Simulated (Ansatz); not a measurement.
Ansatz (an electronic-structure program), DFT, PBE, plane waves, its default PAW files: fcc Cu, atoms displaced, 4 atoms. Basis and mesh were picked for this test and aren't claimed converged.

Ansatz 0.2 input:
```yaml
crystal:
  lattice:
    - [3.615, 0.0, 0.0]
    - [0.0, 3.615, 0.0]
    - [0.0, 0.0, 3.615]
  atoms:
    - { symbol: Cu, position: [0.004751, 0.999414, 0.001307] }
    - { symbol: Cu, position: [0.996967, 0.500822, 0.510135] }
    - { symbol: Cu, position: [0.510636, 0.006328, 0.50275] }
    - { symbol: Cu, position: [0.499845, 0.50071, 0.0011] }
kpoints:
  mp_grid: { grid: [10, 10, 10] }
hamiltonian:
  xc: pbe
  pseudopotentials: { kind: paw }
scf:
  occupations: { method: fermi_dirac, width: 0.1 }
output:
  forces: true
```

The program reports k-points after symmetry: 504, bands at the start: 43, electrons: 76, plane waves at Γ: 925, cutoff (eV): 420, FFT grid: 25×25×25, symmetry operations: 1.

Machine: one whole node, AMD EPYC (Zen 5), 96 cores on 1 socket, no SMT, 12 L3 cache groups.

Wall times, medians of two to five repeats, each run alone on the node (launch to exit). Unless noted, each process is bound to its own block of adjacent cores. The times hold for this build (release build for x86-64 with AVX-512, one process with threads). Scratch files lie in a memory file system.

Started as
```bash
OMP_NUM_THREADS=32 ANSATZ_TIMINGS=1 ansatz run --backend cpu --threads 32 --max-ram 200GiB --events-out run.ndjson --runs-dir run.runs --progress --plain run.yaml
```
(32 threads) it takes 1.1 s and 6 SCF iterations (all cycles of the run, searches included).

Task: How long does it take after this change: 8 threads, spread over cache groups?

Result: About 2.8 s (3 runs within 1 %): 2.5× as long, on 8 cores in place of 32, so 0.62× the core-time. The largest move is in band solves (diag): 0.67 s to 1.9 s. As resolved by the program: eigensolver slots 32 against 8. Applications of H to a band go from 288921 to 288969. Change in the result: energy under 0.001 meV/atom, forces (largest component) under 0.001 meV/Å.
